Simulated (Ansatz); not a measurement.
Ansatz (a first-principles code), DFT, PBE, plane waves, its default PAW files: Cu(100) slab of 12 layers, 1x1, atoms displaced (Cu12), unrelaxed, 12 atoms. Basis and mesh were picked for this test and aren't claimed converged.

```yaml
cell: 2.56, 2.56, 29.88 Å; 90, 90, 90°
distance_to_the_nearest_atom: 2.47 to 2.54 Å
task: single point
k mesh: 10×10×1
hamiltonian.xc: pbe
kind_of_files: paw
scf.occupations.method: fermi_dirac
scf.occupations.width: 0.05 eV
scf.initial_density.chi_scale: 0.1
output.forces: true
binding of workers (--pin): off
k-point pools (--kpoint-pools): 1
memory maximum (--max-ram): 8GiB
accuracy: medium (default)
basis.precision: auto (default)
basis.xc_grid: 2 (default)
scf.eigensolver.kind: auto (default)
scf.convergence.dr2_threshold: 1e-07 (default)
scf.lower_state_search: light (default)
k-points after symmetry: 52
bands_at_the_start: 127
electrons: 228
plane waves at Γ: 3847
cutoff (eV): 420
FFT grid: 18×18×200
symmetry_operations: 1
```

One run each.

All on 4 threads. Base settings, kept where nothing else is said: scf.mixing.algorithm = auto (default), scf.mixing.preconditioner = auto (default) (scf.mixing.beta not set). The settings tried:
- scf.mixing.algorithm = broyden, scf.mixing.preconditioner = none
- scf.mixing.algorithm = broyden, scf.mixing.beta = 0.1
- scf.mixing.algorithm = broyden, scf.mixing.beta = 0.7
- scf.mixing.algorithm = broyden, scf.mixing.beta = 0.3
- scf.mixing.preconditioner = kerker
- scf.mixing.preconditioner = kerker_dos
- scf.mixing.algorithm = broyden, scf.mixing.beta = 1
- scf.mixing.preconditioner = local_kerker
- scf.mixing.preconditioner = none
- scf.mixing.algorithm = broyden, scf.mixing.preconditioner = kerker
- scf.mixing.algorithm = anderson
- scf.mixing.algorithm = msr1
- scf.mixing.algorithm = broyden
- the base settings
- scf.mixing.preconditioner = ldos

Task: Name the extremes by SCF iterations: fewest, most, and any that don't converge.

Result: Fewest SCF iterations, with those close behind: the base settings (14); scf.mixing.algorithm = msr1 (14); scf.mixing.preconditioner = ldos (14); scf.mixing.algorithm = broyden, scf.mixing.beta = 0.7 (16); scf.mixing.algorithm = broyden, scf.mixing.beta = 0.3 (17). Most among those that reach the base run's result: scf.mixing.algorithm = broyden, scf.mixing.preconditioner = kerker (48). All converged. In the base run the program took: scf.mixing.algorithm MSR1, scf.mixing.preconditioner LDOS, scf.eigensolver.kind band_cg, --slots 4.

| setting | SCF iterations | applications of H to a band | end |
|---|---|---|---|
| the base settings | 14 | 187307 | converged |
| scf.mixing.algorithm = msr1 | 14 | 187307 | converged |
| scf.mixing.preconditioner = ldos | 14 | 187307 | converged |
| scf.mixing.algorithm = broyden, scf.mixing.beta = 0.7 | 16 | 208442 | converged |
| scf.mixing.algorithm = broyden, scf.mixing.beta = 0.3 | 17 | 188429 | converged |
| scf.mixing.algorithm = broyden | 19 | 258244 | converged |
| scf.mixing.algorithm = broyden, scf.mixing.beta = 1 | 19 | 258244 | converged |
| scf.mixing.algorithm = anderson | 20 | 285982 | converged |
| scf.mixing.algorithm = broyden, scf.mixing.beta = 0.1 | 21 | 223113 | converged |
| scf.mixing.preconditioner = local_kerker | 32 | 297042 | converged |
| scf.mixing.algorithm = broyden, scf.mixing.preconditioner = none | 32 | 319843 | converged |
| scf.mixing.preconditioner = none | 34 | 317246 | converged |
| scf.mixing.preconditioner = kerker_dos | 36 | 370640 | converged |
| scf.mixing.preconditioner = kerker | 40 | 405038 | converged |
| scf.mixing.algorithm = broyden, scf.mixing.preconditioner = kerker | 48 | 484358 | converged |

8 planned settings were not run, for want of time.

Keys are those of Ansatz 0.2.
